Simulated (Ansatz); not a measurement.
The reference is HgSe in the zinc blende structure (space group F-43m, No. 216).

```
CELL_PARAMETERS angstrom
      0.00000     3.06639     3.06639
      3.06639     0.00000     3.06639
      3.06639     3.06639     0.00000
ATOMIC_POSITIONS crystal
  Hg 0.00000 0.00000 0.00000
  Se 0.25000 0.25000 0.25000
```

Cartesian axes are those of the cell as printed.

Calculations: PBEsol (Ansatz, a program for electronic structure, PAW, no spin-orbit coupling).

Before the change:

The shortest interatomic distance is 2.656 Å.

Now apply this change: biaxial strain +0.83 %, plane normal [111], relaxed out of plane (Cartesian); in-plane vectors clamped, the third vector and the atoms free.

Question: What happens to the shortest interatomic distance and energy relative to the base?

Answer: The shortest interatomic distance rises by 0.006 Å (2.656 Å → 2.662 Å); the energy rises by 1.0 meV/atom.

Stability against distortions was not tested. All final runs are without spin polarisation.
